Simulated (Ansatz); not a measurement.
Band structure of PbF₂ (Fm-3m, 3 atoms in the cell).

```xyz
3
Lattice="0.0000 2.9700 2.9700 2.9700 0.0000 2.9700 2.9700 2.9700 0.0000" Properties=species:S:1:pos:R:3 pbc="T T T"
Pb     0.0000     0.0000     0.0000
F      1.4850     1.4850     1.4850
F      4.4550     4.4550     4.4550
```

Computed with PBE, PAW files (plane waves; Ansatz, a quantum-chemistry and plane-wave program).

Settings: kpoints.mp_grid.grid = 7 7 7; hamiltonian.xc = pbe; hamiltonian.pseudopotentials = {kind: paw} (an earlier, softer set of the program's PAW files); scf.occupations.method = fermi_dirac; scf.occupations.width = 0.0015 Ry; kpoints.band_path.npoints = 8.

The starting cell has typed, rounded lattice constants, without a prior relaxation at this level. Spin-orbit coupling is off.

Question: Predict the gap along the standard path and the places of the band edges.

Answer: The gap along the path is 4.43 eV, from W to X; the smallest direct gap on it is 4.57 eV.

Levels in eV from the top of the valence band on the path, bands 11 to 17:
| point | 11 | 12 | 13 | 14 | 15 | 16 | 17 |
|---|---|---|---|---|---|---|---|
| Γ | -2.43 | -1.94 | -1.94 | -1.94 | 6.78 | 6.78 | 6.78 |
| X | -1.52 | -1.52 | -1.52 | -0.15 | 4.43 | 7.89 | 7.89 |
| W | -2.63 | -1.58 | -1.46 | 0.00 | 6.06 | 6.06 | 7.49 |
| K | -2.03 | -1.67 | -1.53 | -0.03 | 5.32 | 6.67 | 7.87 |
| L | -2.63 | -2.11 | -2.11 | -0.03 | 5.04 | 7.66 | 7.66 |
| U | -2.03 | -1.67 | -1.53 | -0.03 | 5.32 | 6.67 | 7.87 |

Keys are those of Ansatz 0.2.
